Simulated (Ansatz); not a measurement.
# Energy of zinc-blende AgF (model structure) less that of CsCl-type AgF (model structure), by level of theory

No measured value is used here.

```csv
level (code),value (meV/atom)
LDA (Ansatz),191
PBE (Ansatz),36
PBEsol (Ansatz),130
r²SCAN (Ansatz),142
```

Each level is taken at its own relaxed cell. Ansatz's density-functional and Hartree–Fock values are scalar-relativistic unless marked +SOC, with PAW data made under PBE.

A model structure was made by putting elements into a prototype or built by hand; it is no filed structure, need not be a known phase, and can be a saddle point held by its symmetry.

Ansatz is a program for electronic structure.
